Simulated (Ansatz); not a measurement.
Reference: HfS$_{2}$ (P-3m1), PBEsol+D3BJ with spin-orbit coupling, rigid bands (plane waves, PAW; Ansatz, a quantum-chemistry and plane-wave program); axes and stresses refer to this cell.

```
HfS2
1.0
    3.54750     0.00000     0.00000
   -1.77375     3.07223     0.00000
    0.00000     0.00000     5.57597
Hf S
1 2
Direct
  0.00000   0.00000   0.00000
  0.66667   0.33333   0.73804
  0.33333   0.66667   0.26196
```

* **Seebeck coefficient, n-type 1e19 cm⁻³**: -355 μV/K
* **band gap**: 0.44 eV
* **hole mass along x**: 1.70 mₑ

Change: biaxial stress xx = yy = -1 GPa (compression positive). What happens to Seebeck coefficient, n-type 1e19 cm⁻³, band gap, hole mass along x?

Seebeck coefficient, n-type 1e19 cm⁻³ goes up in size to -368 μV/K; band gap goes up to 0.48 eV; hole mass along x moves little, to 1.69 mₑ.

Change: biaxial stress xx = yy = -2 GPa (compression positive). What happens to Seebeck coefficient, n-type 1e19 cm⁻³, band gap, hole mass along x?

Seebeck coefficient, n-type 1e19 cm⁻³ grows in size to -383 μV/K; band gap rises to 0.53 eV; hole mass along x moves little, to 1.67 mₑ.

Change: biaxial stress xx = yy = 1 GPa (compression positive). What happens to Seebeck coefficient, n-type 1e19 cm⁻³, band gap, hole mass along x?

Seebeck coefficient, n-type 1e19 cm⁻³ moves little, to -345 μV/K; band gap decreases to 0.39 eV; hole mass along x moves little, to 1.71 mₑ.

Change: biaxial stress xx = yy = 2 GPa (compression positive). What happens to Seebeck coefficient, n-type 1e19 cm⁻³, band gap, hole mass along x?

Seebeck coefficient, n-type 1e19 cm⁻³ decreases in size to -336 μV/K; band gap falls to 0.34 eV; hole mass along x moves little, to 1.70 mₑ.

Change: hydrostatic pressure -2 GPa. What happens to Seebeck coefficient, n-type 1e19 cm⁻³, band gap, hole mass along x?

Seebeck coefficient, n-type 1e19 cm⁻³ increases in size to -371 μV/K; band gap rises to 0.78 eV; hole mass along x goes up to 2.4 mₑ.

Masses are for dilute carriers at 300 K, harmonic means over directions unless an axis is named. Seebeck coefficients are for the stated density at 300 K, with one relaxation time for all states and whether or not that doping can be reached. Stresses and pressures are the targets of the relaxation.  The structure type is held under load, also where the real crystal would transform.

Computed structure with no diffraction record at hand here (it may be known, metastable or hypothetical): HfS2 (P-3m1). PBEsol with a dispersion correction tends to overbind, so the cell can be several per cent short, in bad cases over ten, which usually narrows a gap: HfS2 (P-3m1).
